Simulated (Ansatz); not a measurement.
Consider CuI in the zinc blende structure (space group F-43m, No. 216; a = 6.023 Å). Axes: x, y, z lie along the cube axes.

Calculations: r2SCAN, PAW, 500 eV (Ansatz, a program for electronic structure; no SOC).

Strains are applied to the cell and any free atomic positions relax; under biaxial strain the out-of-plane vector relaxes too.

One change was made to it. Results:

The band gap goes up by 0.03 eV to 1.70 eV; the energy goes up by 2.2 meV/atom; the pressure (mean of the normal stresses, compression positive) goes from zero to 0.69 GPa.

Problem. Which of these changes matches the shifts?
(A) biaxial strain −2.08 %, plane normal [111], relaxed out of plane
(B) biaxial strain −1.25 %, plane normal [111], relaxed out of plane
(C) biaxial strain −1.67 %, plane normal [111], relaxed out of plane

Solution. B, biaxial strain −1.25 %, plane normal [111], relaxed out of plane. For comparison, the energy relative to the base in the other runs: biaxial strain −2.08 %, plane normal [111], relaxed out of plane gives +6.1 meV/atom; biaxial strain −1.67 %, plane normal [111], relaxed out of plane gives +3.9 meV/atom.

With I present, leaving out spin-orbit coupling can change the band edges. No phonon test of stability was made. All final runs are without spin polarisation.
